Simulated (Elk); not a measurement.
Band structure of V (Im-3m, 1 atom in the cell).

```
V
1.0
   -1.45869     1.45869     1.45869
    1.45869    -1.45869     1.45869
    1.45869     1.45869    -1.45869
V
1
Cartesian
  0.00000   0.00000   0.00000
```

Method: PBE, all-electron FP-LAPW, Elk's shipped species files, default APW+lo basis (Elk).

Settings: xctype = 20; rgkmax = 7; stype = 3; swidth = 0.00367493 Ha; ngridk = 11 11 11; vkloff = 0.5 0.5 0.5; rmtscf = 0.93.

The starting cell comes from a database of computed structures (which also holds hypothetical and non-ambient phases and stackings), without a prior relaxation at this level. Its lattice was rescaled by a random factor within 2.5 % of one. Spin polarisation is off. Values depend on the basis (sphere radii, cutoffs, local orbitals), which need not be converged.

Levels in eV from the Fermi level, bands 3 to 10:
| point | 3 | 4 | 5 | 6 | 7 | 8 | 9 | 10 |
|---|---|---|---|---|---|---|---|---|
| Γ | -36.81 | -36.81 | -6.79 | 0.43 | 0.43 | 0.43 | 2.68 | 2.68 |
| H | -37.60 | -37.60 | -3.42 | -3.42 | 4.20 | 4.20 | 4.20 | 11.09 |
| N | -37.17 | -36.83 | -3.50 | -1.34 | 1.93 | 2.70 | 3.10 | 4.66 |
| P | -37.40 | -37.40 | -1.23 | -1.23 | -1.23 | 3.19 | 3.19 | 11.63 |

Bands cross the Fermi level along this path, so the cell is metallic at this level.
